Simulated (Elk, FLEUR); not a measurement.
A FLEUR input for a self-consistent single point of Se (P3_121, 3 atoms in the cell) (DFT, PBE, all-electron FLAPW (FLEUR), scalar-relativistic valence with spin-orbit coupling in second variation):

Input of the input generator:

```
Se
&input film=f /
8.4813784697 -0.0000000891 0.0000000000
-4.2406891577 7.3450892584 0.0000000000
0.0000000000 0.0000000000 9.3737558946
1.0
1.0 1.0 1.0

3
34 0.2178900000 0.0000000000 0.3333333333
34 -0.0000000000 0.2178900000 0.6666666667
34 0.7821100000 0.7821100000 0.0000000000

&comp jspins=1 /
&kpt div1=5 div2=5 div3=4 gamma=t /
&soc 0.0 0.0 /
&end /
```

```xml
<?xml version="1.0" encoding="UTF-8" standalone="no"?>
<fleurInput fleurInputVersion="0.39">
   <comment>
      Se                                                                                                  
   </comment>
   <calculationSetup>
      <cutoffs Kmax="3.9" Gmax="15.6" GmaxXC="15.6" numbands="0"/>
      <scfLoop itmax="80" minDistance="0.00001" maxIterBroyd="25" imix="Anderson" alpha="0.05" precondParam="0.0" spinf="2.0"/>
      <coreElectrons ctail="T" frcor="F" kcrel="0" coretail_lmax="0"/>
      <xcFunctional name="pbe" relativisticCorrections="F"/>
      <magnetism jspins="1"/>
      <soc l_soc="T" theta="0.0" phi="0.0" spav="F"/>
      <expertModes spex="0" secvar="F"/>
      <geometryOptimization l_f="F" forcealpha="1.0" forcemix="BFGS" epsdisp="0.00001" epsforce="0.00001"/>
      <ldaU l_linMix="F" mixParam="0.05" spinf="1.0"/>
   </calculationSetup>
   <cell>
      <bzIntegration valenceElectrons="48.0" mode="hist" fermiSmearingEnergy="0.00073499">
         <kPointListSelection listName="default-1"/>
         <!-- k-points included here -->
         <xi:include xmlns:xi="http://www.w3.org/2001/XInclude" href="kpts.xml"> </xi:include>
      </bzIntegration>
      <!-- symmetry operations included here -->
      <xi:include xmlns:xi="http://www.w3.org/2001/XInclude" href="sym.xml"> </xi:include>
      <bulkLattice scale="1.0">
         <bravaisMatrix>
            <row-1>    8.4813784696999992    -0.0000000891000000     0.0000000000000000</row-1>
            <row-2>   -4.2406891577000003     7.3450892583999998     0.0000000000000000</row-2>
            <row-3>    0.0000000000000000     0.0000000000000000     9.3737558946000004</row-3>
         </bravaisMatrix>
      </bulkLattice>
   </cell>
   <atomSpecies>
      <species name="Selenium (Se)" element="Se" atomicNumber="34">
         <mtSphere radius="2.04" gridPoints="721" logIncrement="0.017"/>
         <atomicCutoffs lmax="8" lnonsphr="6"/>
         <electronConfig flipSpins="F">
            <coreConfig>(1s1/2) (2s1/2) (2p1/2) (2p3/2) (3s1/2) (3p1/2) (3p3/2)</coreConfig>
            <valenceConfig>(4s1/2) (3d3/2) (3d5/2) (4p1/2) (4p3/2)</valenceConfig>
            <stateOccupation state="(4p1/2)" spinUp="0.6666666666667" spinDown="0.6666666666667"/>
            <stateOccupation state="(4p3/2)" spinUp="1.3333333333333" spinDown="1.3333333333333"/>
         </electronConfig>
         <energyParameters s="4" p="4" d="3" f="4"/>
         <lo type="HELO" l="2" n="4" eDeriv="0"/>
      </species>
   </atomSpecies>
   <atomGroups>
      <atomGroup species="Selenium (Se)">
         <relPos label="                   1">.2178900000 .0000000000 1.000/3.000</relPos>
         <relPos label="                   2">.0000000000 .2178900000 -1.000/3.000</relPos>
         <relPos label="                   3">-.2178900000 -.2178900000 .0000000000</relPos>
         <force calculate="T" relaxXYZ="TTT"/>
      </atomGroup>
   </atomGroups>
   <output dos="F" band="F" slice="F">
      <checks vchk="F" cdinf="F"/>
      <bandDOS minEnergy="-.5*Htr" maxEnergy="0.5*Htr" sigma="0.015" storeEVData="T"/>
      <vacuumDOS vacdos="F" integ="F" star="F" nstars="0" locx1="0.0" locy1="0.0" locx2="0.0" locy2="0.0" nstm="0" tworkf="0.0"/>
      <unfoldingBand unfoldBand="F" supercellX="1" supercellY="1" supercellZ="1"/>
      <plotting iplot="0" polar="F">
         <plot TwoD="T" vec1="  1.0  0.0  0.0" vec2="  0.0  1.0  0.0" vec3="  0.0  0.0  1.0" zero="  0.0  0.0  0.0" file="plot"/>
      </plotting>
      <chargeDensitySlicing numkpt="0" minEigenval="0.0" maxEigenval="0.0" nnne="0" pallst="F"/>
      <specialOutput eonly="F"/>
      <magneticCircularDichroism mcd="F" energyLo="-10.0" energyUp="0.0"/>
   </output>
  <!-- We include the file relax.xml here to enable relaxations (see documentation) -->
  <xi:include xmlns:xi="http://www.w3.org/2001/XInclude" href="relax.xml"> <xi:fallback/> </xi:include>
</fleurInput>
```

Question: Write the same calculation as an input for Elk.

Answer: One input that does it (others would too):

```
tasks
  0

xctype
  20

spinorb
  .true.

rgkmax
  7.0

lmaxi
  3

nempty
  10

stype
  3

swidth
  0.000734986

avec
    8.4813784697   -0.0000000891    0.0000000000
   -4.2406891577    7.3450892584    0.0000000000
    0.0000000000    0.0000000000    9.3737558946

sppath
  'species/'

atoms
  1   : nspecies
  'Se.in'   : spfname
  3   : natoms; atposl, bfcmt below
  0.2178900000  0.0000000000  0.3333333333    0.0 0.0 0.0
  0.0000000000  0.2178900000  0.6666666667    0.0 0.0 0.0
  0.7821100000  0.7821100000  0.0000000000    0.0 0.0 0.0

ngridk
  5 5 4
```

Basis settings and potentials, where a program has them, do not carry over. This input uses DFT, PBE, spin-orbit coupling in second variation, all-electron FP-LAPW, Elk's shipped species files, default APW+lo basis. Both were run: gap on the mesh 1.379 eV in FLEUR and 1.352 in Elk.

On Elk: the starting cell comes from a database of computed structures (which also holds hypothetical and non-ambient phases and stackings), without a prior relaxation at this level. Its lattice was rescaled by a random factor within 2.5 % of one. Values depend on the basis (sphere radii, cutoffs, local orbitals), which need not be converged.

On FLEUR: the starting cell comes from a database of computed structures (which also holds hypothetical and non-ambient phases and stackings), without a prior relaxation at this level. Its lattice was rescaled by a random factor within 2.5 % of one. Values depend on the basis (sphere radii, cutoffs, local orbitals), which need not be converged.
